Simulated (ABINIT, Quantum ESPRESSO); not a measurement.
An ABINIT input for a self-consistent single point of Ba3Sr (Fm-3m, 4 atoms in the cell) (DFT, PBEsol, plane waves, norm-conserving pseudopotentials (PseudoDojo nc-sr-04 PBEsol standard)):

```
# Ba3Sr, PseudoDojo nc-sr-04 PBEsol standard
pp_dirpath "./"
pseudos "Ba.upf, Sr.upf"
acell 3*1.0
rprim
        -0.0000000000    9.5808472012    9.5808472012
         9.5808472012   -0.0000000000    9.5808472012
         9.5808472012    9.5808472012   -0.0000000000
natom 4
ntypat 2
znucl 56 38
typat 1 1 1 2
xred
         0.2500000000    0.2500000000    0.2500000000
         0.7500000000    0.7500000000    0.7500000000
         0.5000000000    0.5000000000    0.5000000000
         0.0000000000    0.0000000000    0.0000000000
ecut 34 Ha
occopt 3
tsmear 0.1 eV
nband 27
kptopt 1
ngkpt 7 7 7
nshiftk 1
shiftk 0 0 0
nstep 100
tolvrs 1.0e-10
prtwf 0
prtden 0
enunit 1
```

**Question.** Give the Quantum ESPRESSO input for the same structure, mesh, smearing and functional.

**Answer.** One input that does it (others would too):

```fortran
&control
 calculation = 'scf',
 prefix = 'scf',
 outdir = './tmp/',
 pseudo_dir = './',
 tprnfor = .true.,
 tstress = .true.,
/
&system
 ibrav = 2,
 celldm(1) = 19.161694402,
 nat = 4,
 ntyp = 2,
 ecutwfc = 70,
 occupations = 'smearing',
 smearing = 'fd',
 degauss = 0.0073499,
/
&electrons
 conv_thr = 1.0d-9,
 mixing_beta = 0.4,
/
ATOMIC_SPECIES
Ba   137.3270  Ba.upf
Sr    87.6200  Sr.upf
ATOMIC_POSITIONS crystal
Ba    0.250000000    0.250000000    0.250000000
Ba    0.750000000    0.750000000    0.750000000
Ba    0.500000000    0.500000000    0.500000000
Sr    0.000000000    0.000000000    0.000000000
K_POINTS automatic
7 7 7  0 0 0
```

Basis, cutoffs, solver keys and any potentials are the target program's own. This input uses DFT, PBEsol, plane waves, PseudoDojo standard norm-conserving (PBESOL) pseudopotentials. Both were run: pressure -1.13 GPa in ABINIT and -1.13 in Quantum ESPRESSO.

On ABINIT: the starting cell comes from a database of computed structures (which also holds hypothetical and non-ambient phases and stackings), without a prior relaxation at this level. Its lattice was rescaled by a random factor within 2.5 % of one.

On Quantum ESPRESSO: the starting cell comes from a database of computed structures (which also holds hypothetical and non-ambient phases and stackings), without a prior relaxation at this level. Its lattice was rescaled by a random factor within 2.5 % of one.
